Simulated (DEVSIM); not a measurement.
illuminated Si n-on-p cell, one wavelength, with a back-surface field

Structure: illuminated Si n-on-p cell, one wavelength, with a back-surface field, at 300 K.

```tsv
layer (left to right)	material	thickness (μm)	Nd (cm⁻³)	Na (cm⁻³)	τn (s)	τp (s)	absorption coefficient (cm⁻¹)
1	Si	0.0220	4.3e18	-	6.3e-6	1.8e-6	120
2	Si	110	-	4.5e16	3e-5	3e-5	120
3	Si	1.60	-	7.2e18	3e-5	3e-5	120
```

Left contact: ohmic, minority hole recombination velocity 100 cm/s. Right contact: ohmic, minority electron recombination velocity 4e5 cm/s. Voltage is applied to the left contact. Recombination: SRH at mid-gap, radiative, Auger. Gap narrowing is on: ΔEg = 6.92 meV × (l + √(l² + 0.5)), l = ln(N/1.3e17 cm⁻³), shared equally by both band edges. Light enters at the left, 7.5e16 photons cm⁻² s⁻¹, one pass, no reflection. Mobility is constant in doping.

Constants are typed, rounded textbook-type inputs, not results; the design itself was drawn at random and stands for no fabricated device. Values at 300 K.

```tsv
parameter	Si
gap (eV)	1.124
affinity (eV)	4.05
permittivity	11.7
Nc (cm⁻³)	2.86e19
Nv (cm⁻³)	3.1e19
μn (cm²/Vs)	1417
μp (cm²/Vs)	470
B (cm³/s)	4.7e-15
Cn (cm⁶/s)	2.8e-31
Cp (cm⁶/s)	9.9e-32
```

Simulated with DEVSIM: 1D drift-diffusion, Boltzmann statistics, complete ionisation; no tunnelling, impact ionisation, image-force lowering or self-heating.

```
Property                                                   Value
---------------------------------------------------  -----------
Potential step across the device at zero bias            0.985 V
Dark forward voltage at 1 A/cm²                          0.713 V
Dark forward voltage at 100 A/cm²                        0.858 V
Short-circuit current                                6.35 mA/cm²
Open-circuit voltage                                     0.581 V
Fill factor                                                 0.82
Largest power                                        3.04 mW/cm²
Share of generated pairs collected at short circuit        0.716
```

Small-signal capacitance in reverse bias (quasi-static):

```
V (V)  C (nF/cm²)
-----  ----------
0.04         65.5
0.1          63.3
0.2          60.1
0.3          57.3
0.4          54.9
0.6          50.9
0.8          47.6
1            44.9
1.3          41.6
1.6          39.0
2            36.1
```

Dark forward current:

(V (V), J (A/cm²)): (-0.10, -2.8e-10); (-0.15, -1.0e-9); (-0.25, -2.3e-8); (-0.30, -1.3e-7); (-0.40, -5.8e-6); (-0.45, -4.0e-5); (-0.55, -0.0019); (-0.60, -0.013); (-0.70, -0.61); (-0.75, -3.9); (-0.85, -82); (-0.90, -270); (-1.00, -1400); (-1.05, -2400)
